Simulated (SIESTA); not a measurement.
Worked example: self-consistent single point of LaCuPd (P-62m, 9 atoms in the cell) in SIESTA.

Method: GGA BLYP, numerical atomic orbitals DZP, PseudoDojo PBE standard norm-conserving potentials (rewritten from UPF to PSML) run with SIESTA.

```
CELL_PARAMETERS angstrom
      7.41852     0.00000     0.00000
     -3.70926     6.42463     0.00000
      0.00000     0.00000     4.03038
ATOMIC_POSITIONS crystal
  La 0.59997 0.00000 0.00000
  La 0.40003 0.40003 0.00000
  La 0.00000 0.59997 0.00000
  Cu 0.24392 0.00000 0.50000
  Cu 0.75608 0.75608 0.50000
  Cu 0.00000 0.24392 0.50000
  Pd 0.33333 0.66667 0.50000
  Pd 0.66667 0.33333 0.50000
  Pd 0.00000 0.00000 0.00000
```

Reference input (self-consistent single point, DFT, GGA PBEsol, numerical atomic orbitals DZP, PseudoDojo PBEsol standard norm-conserving potentials (rewritten from UPF to PSML)): XC.functional = GGA; XC.authors = PBEsol; potentials = PseudoDojo PBEsol standard; PAO.BasisSize = DZP; PAO.EnergyShift = 0.01 Ry; MeshCutoff = 400 Ry; kgrid.MonkhorstPack = 4 4 6; OccupationFunction = MP; OccupationMPOrder = 0; ElectronicTemperature = 580.23 K; MaxSCFIterations = 150; SCF.Mixer.Method = Broyden. This run's input differs from it in these lines:

```diff
@@ -1,2 +1,2 @@
-# files in the folder: La.psml Cu.psml Pd.psml (PseudoDojo PBEsol standard)
+# files in the folder: La.psml Cu.psml Pd.psml (PseudoDojo PBE standard)
 SystemName  LaCuPd
@@ -31,3 +31,3 @@
 XC.functional                GGA
-XC.authors                   PBEsol
+XC.authors                   BLYP
 PAO.BasisSize                DZP
```

Output, abridged:

```
        iscf     Eharris(eV)        E_KS(eV)     FreeEng(eV)     dDmax    Ef(eV) dHmax(eV)
   scf:    1   -24824.729134   -27886.341015   -27886.356875  2.679499  0.338572154.835162
   scf:    2   -25739.773580   -28519.621941   -28519.642030  3.987780 -1.412915 92.784030
   scf:    3   -28733.410736   -29146.120781   -29146.132336  3.404473 -3.092420 68.962221
   scf:    4   -29293.197855   -29304.073211   -29304.076373  0.782298 -3.965616 36.761145
   scf:    5   -29337.011528   -29321.430000   -29321.432956  0.137494 -3.774959 32.843991
   [... 11 lines left out ...]
   scf:   17   -29370.340293   -29370.340292   -29370.343717  0.000122 -3.698011  0.001210
   scf:   18   -29370.340293   -29370.340293   -29370.343717  0.000037 -3.698115  0.000319
   scf:   19   -29370.340292   -29370.340292   -29370.343717  0.000013 -3.698164  0.000149
   scf:   20   -29370.340292   -29370.340292   -29370.343717  0.000004 -3.698188  0.000112
SCF Convergence by DM+H criterion
max |DM_out - DM_in|         :     0.0000036647
max |H_out - H_in|      (eV) :     0.0001119092
SCF cycle converged after 20 iterations

Using DM_out to compute the final energy and forces

siesta: E_KS(eV) =           -29370.3403

siesta: E_KS - E_eggbox =    -29370.3403

siesta: Atomic forces (eV/Ang):
     1   -0.027229    0.000072    0.000000
     2    0.013560    0.023487    0.000000
     3    0.013677   -0.023545    0.000000
     4   -0.255210    0.000112   -0.000000
     5    0.127576    0.220969   -0.000000
     6    0.127702   -0.220962   -0.000000
     7    0.000007    0.000022   -0.000000
     8    0.000016    0.000017   -0.000000
     9   -0.000100   -0.000174   -0.000000
   Tot   -0.000001   -0.000001   -0.000000
   Max    0.255210
   Res    0.085545    sqrt( Sum f_i^2 / 3N )
   [... lines left out ...]
siesta: FreeEng =    -29370.343717
   [... lines left out ...]
siesta:    -0.022784   -0.000126    0.000000
siesta:    -0.000126   -0.022929    0.000000
siesta:    -0.000000    0.000000   -0.027369

siesta: Cell volume =        192.092844 Ang**3

siesta: Pressure (static):
siesta:                Solid            Molecule  Units
siesta:           0.00026532          0.00025878  Ry/Bohr**3
siesta:           0.02436054          0.02376044  eV/Ang**3
siesta:          39.02989500         38.06841866  kBar
```

The run converged in 20 iterations. Against the reference run the pressure goes from -5.14 to 3.90 GPa and the largest force goes from 0.402 to 0.255 eV/Å. The full log also holds: “xc_check: WARNING: Pseudopotential generated with GGA PBE functional”.

The starting cell comes from a database of computed structures (which also holds hypothetical and non-ambient phases and stackings), without a prior relaxation at this level. Spin polarisation is off. Values carry the incompleteness of an atom-centred basis. With a pressure of about 4 GPa the cell is away from its equilibrium volume at this level.

Cost on one core of a shared machine: roughly 3 min.
